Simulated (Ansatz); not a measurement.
Consider Si in the diamond structure (space group Fd-3m, No. 227).

```
Si
1.0
    0.00000     2.72216     2.72216
    2.72216     0.00000     2.72216
    2.72216     2.72216     0.00000
Si
2
Direct
  0.50000   0.50000   0.50000
  0.75000   0.75000   0.75000
```

Cartesian axes are those of the cell as printed.

Calculations: DFT with r2SCAN, PAW potentials and a 500 eV plane-wave cutoff in Ansatz (an electronic-structure program), no spin-orbit coupling.

Strains are applied to the cell and any free atomic positions relax; under biaxial strain the out-of-plane vector relaxes too.

One change was made to it. Results:

The valley order (the lowest conduction-band minima on the path, energy above the VBM, named in the base's zone) changes from a point along ⟨100⟩, about 1.0 Å⁻¹ from Γ 0.78 eV; L along ⟨111⟩ 1.84 eV to a point along [100], about 1.0 Å⁻¹ from Γ 0.59 eV; a point along [001], about 1.0 Å⁻¹ from Γ 0.84 eV; L along [1-1-1] 1.82 eV; the volume per atom decreases by 0.39 Å³ to 19.78 Å³; the valence-band top at Γ (three highest levels, from the VBM) becomes 0.00, 0.00, -0.21 eV (base: 0.00, 0.00, 0.00 eV); the pressure (mean of the normal stresses, compression positive) goes from zero to 1.94 GPa.

Problem. Which change produced these results?
A. strain tensor (xx, yy, zz, yz, xz, xy) = (+0.54, −0.99, +0.05, −0.35, −1.55, −0.10) %
B. tensor shear ε_xz = −0.50 %
C. strain tensor (xx, yy, zz, yz, xz, xy) = (+0.24, −0.67, +0.26, +0.71, +1.31, +0.44) %
D. biaxial strain −1.74 %, plane normal [001], relaxed out of plane
E. biaxial strain −1.51 %, plane normal [001], relaxed out of plane

Solution. E, biaxial strain −1.51 %, plane normal [001], relaxed out of plane. For comparison, the valley order in the other runs: biaxial strain −1.74 %, plane normal [001], relaxed out of plane gives a point along [100], about 1.0 Å⁻¹ from Γ 0.56 eV; a point along [001], about 1.0 Å⁻¹ from Γ 0.84 eV; L along [1-1-1] 1.80 eV; strain tensor (xx, yy, zz, yz, xz, xy) = (+0.24, −0.67, +0.26, +0.71, +1.31, +0.44) % gives a point along [010], about 1.0 Å⁻¹ from Γ 0.54 eV; a point along [100], about 1.0 Å⁻¹ from Γ 0.67 eV; a point along [001], about 1.0 Å⁻¹ from Γ 0.69 eV; L along [11-1] 1.56 eV; tensor shear ε_xz = −0.50 % gives a point along [010], about 0.9 Å⁻¹ from Γ 0.72 eV; a point along [001], about 0.9 Å⁻¹ from Γ 0.73 eV; L along [1-11] 1.74 eV; L along [11-1] 1.85 eV; strain tensor (xx, yy, zz, yz, xz, xy) = (+0.54, −0.99, +0.05, −0.35, −1.55, −0.10) % gives a point along [010], about 1.1 Å⁻¹ from Γ 0.47 eV; a point along [001], about 1.0 Å⁻¹ from Γ 0.66 eV; a point along [100], about 1.0 Å⁻¹ from Γ 0.70 eV; L along [111] 1.49 eV.

The levels and masses belong to the bands next to the band gap. No phonon test of stability was made.
